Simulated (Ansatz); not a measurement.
**Point defects in GaP**

Consider an 8-atom supercell of GaP in the zinc blende structure (space group F-43m, No. 216) at its relaxed geometry.

```
CELL_PARAMETERS angstrom
     -5.43898     0.00000     0.00000
      0.00000     0.00000     5.43898
      0.00000     5.43898     0.00000
ATOMIC_POSITIONS crystal
  P  0.25000 0.75000 0.75000
  P  0.75000 0.75000 0.25000
  P  0.75000 0.25000 0.75000
  P  0.25000 0.25000 0.25000
  Ga 0.00000 0.00000 0.00000
  Ga 0.50000 0.00000 0.50000
  Ga 0.50000 0.50000 0.00000
  Ga 0.00000 0.50000 0.50000
```

One neutral defect a cell, atoms relaxed at fixed cell.

Calculations: PBEsol (Ansatz, a quantum-chemistry and plane-wave program), spin-orbit coupling left out, earlier PAW set.

Candidates:
(a) P vacancy
(b) P on a Ga site (antisite)
(c) Ag on a Ga site

Before the change:

| Quantity | Result |
|---|---|
| Pressure | 0.0 GPa |

Question: Order them by pressure, lowest first.

Answer: (a) P vacancy (-4.0 GPa), (b) P on a Ga site (antisite) (0.0 GPa), (c) Ag on a Ga site (1.3 GPa)

The magnetic state is the one reached from the starting moments; the real material's order can differ, and small cells can't hold many antiferromagnetic ones. The cell is small, so the values are those of an ordered compound at a high defect concentration; dilute-limit values will differ. A case with no gap was solved on a k-mesh chosen for an insulator, which is coarse for it. Starting moments died away, wholly or in part, for P vacancy, P on a Ga site (antisite) and Ag on a Ga site; another magnetic solution may exist.
